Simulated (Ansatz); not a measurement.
## InAgTe2: Ag interstitial (started 2.66 Å from the nearest host atom)

The reference is an 8-atom supercell of InAgTe2 in the chalcopyrite structure (space group I-42d, No. 122; a = 6.569 Å, c = 13.004 Å) at its relaxed geometry.

It is then changed as follows: a neutral Ag interstitial (started 2.66 Å from the nearest host atom), atoms relaxed at fixed cell, starting from a slightly rattled geometry.

Computed with PBE, PAW, 420 eV (Ansatz, a program for electronic structure; without spin-orbit coupling), earlier PAW set. k-mesh 5×5×5 (Γ-centred); smearing 0.05 eV (Fermi–Dirac).

```json
[
 {"quantity": "pressure", "base": "0.0 GPa", "changed": "2.4 GPa", "shift": "+2.4 GPa"},
 {"quantity": "largest displacement of a host atom from its site in the perfect cell", "base": "–", "changed": "0.16 Å", "shift": "–"},
 {"quantity": "final site of the added atom", "base": "–", "changed": "2 Ag at 2.83–2.84 Å and 2 In at 2.91–2.93 Å and 6 Te at 2.95–3.63 Å", "shift": "–"}
]
```

In so small a cell the defect repeats every few ångströms: this is an ordered compound, not a dilute defect. A case with no gap was solved on a k-mesh chosen for an insulator, which is coarse for it. The final runs are not spin-polarised. The defect cell is not spin-polarised.
